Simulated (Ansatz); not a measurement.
A computed series for Ru: response to strain

Take Ru in the hcp (Mg type) structure (space group P6_3/mmc, No. 194; a = 2.691 Å, c = 4.249 Å; relaxed with 0.1 eV smearing) as the base. Axes: x lies along a and z along c of the hexagonal cell.

Strains are applied to the cell and any free atomic positions relax; under biaxial strain the out-of-plane vector relaxes too.

All numbers come from Ansatz (a quantum-chemistry and plane-wave program), PBEsol, PAW, cutoff 420 eV, no spin-orbit coupling.

Notes on the quantities. in-plane stress: mean in-plane stress (compression positive).

```csv
change,volume per atom,in-plane stress
base,13.33 Å³,–
"biaxial strain −3.00 %, plane normal [001], relaxed out of plane",12.74 Å³,+26.3 GPa
"biaxial strain −2.50 %, plane normal [001], relaxed out of plane",12.84 Å³,+21.2 GPa
"biaxial strain −1.50 %, plane normal [001], relaxed out of plane",13.03 Å³,+12.0 GPa
"biaxial strain −1.00 %, plane normal [001], relaxed out of plane",13.13 Å³,+7.7 GPa
"biaxial strain −0.50 %, plane normal [001], relaxed out of plane",13.23 Å³,+3.8 GPa
"biaxial strain +0.50 %, plane normal [001], relaxed out of plane",13.42 Å³,-3.5 GPa
"biaxial strain +1.00 %, plane normal [001], relaxed out of plane",13.52 Å³,-6.8 GPa
"biaxial strain +1.50 %, plane normal [001], relaxed out of plane",13.62 Å³,-9.9 GPa
"biaxial strain +3.00 %, plane normal [001], relaxed out of plane",13.91 Å³,-18.1 GPa
```

Whether these cells are dynamically stable was not tested. The final runs are not spin-polarised.
